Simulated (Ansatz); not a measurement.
Consider ZrO₂ (space group P4_2/nmc, No. 137).

```cif
data_O4Zr2
_chemical_formula_sum 'Zr2 O4'
_space_group_name_H-M_alt 'P42/nmc :1'
_space_group_IT_number 137
_space_group_name_Hall 'P 4n 2n -1n'
_cell_length_a 3.58446
_cell_length_b 3.58446
_cell_length_c 5.17872
_cell_angle_alpha 90.000
_cell_angle_beta 90.000
_cell_angle_gamma 90.000
loop_
_space_group_symop_operation_xyz
  'x, y, z'
  '-y+1/2, x+1/2, z+1/2'
  '-x, -y, z'
  'y+1/2, -x+1/2, z+1/2'
  'x+1/2, -y+1/2, -z+1/2'
  '-y, -x, -z'
  '-x+1/2, y+1/2, -z+1/2'
  'y, x, -z'
  '-x+1/2, -y+1/2, -z+1/2'
  'y, -x, -z'
  'x+1/2, y+1/2, -z+1/2'
  '-y, x, -z'
  '-x, y, z'
  'y+1/2, x+1/2, z+1/2'
  'x, -y, z'
  '-y+1/2, -x+1/2, z+1/2'
loop_
_atom_site_label
_atom_site_type_symbol
_atom_site_symmetry_multiplicity
_atom_site_Wyckoff_symbol
_atom_site_fract_x
_atom_site_fract_y
_atom_site_fract_z
_atom_site_occupancy
Zr1 Zr 2 a 0.00000 0.00000 0.00000 1
O1 O 4 d 0.00000 0.50000 0.20116 1
```

All numbers come from PBEsol in Ansatz (plane waves to 420 eV, PAW, scalar-relativistic without spin-orbit coupling), earlier PAW set.

Base values:

The volume per atom is 11.09 Å³. The electron mass comes out as 2.1 mₑ along c, 0.57 mₑ across (at Γ).

Perturbation: a negative pressure, −2 GPa.

**Question.** How does this affect the volume per atom and electron mass?

**Answer.** The volume per atom goes up by 0.125 Å³ to 11.21 Å³; the electron mass goes from 2.1 mₑ along c, 0.57 mₑ across (at Γ) to 2.2 mₑ along c, 0.58 mₑ across (at Γ).

The levels and masses belong to the bands next to the band gap. Load acts through the strain it causes; cell and atoms are relaxed under it. Effective masses come from finite differences of ±0.01 Å⁻¹. Stability against distortions was not tested. This is not the structure that ZrO2 has at room temperature and ambient pressure.

Ansatz is an electronic-structure program.
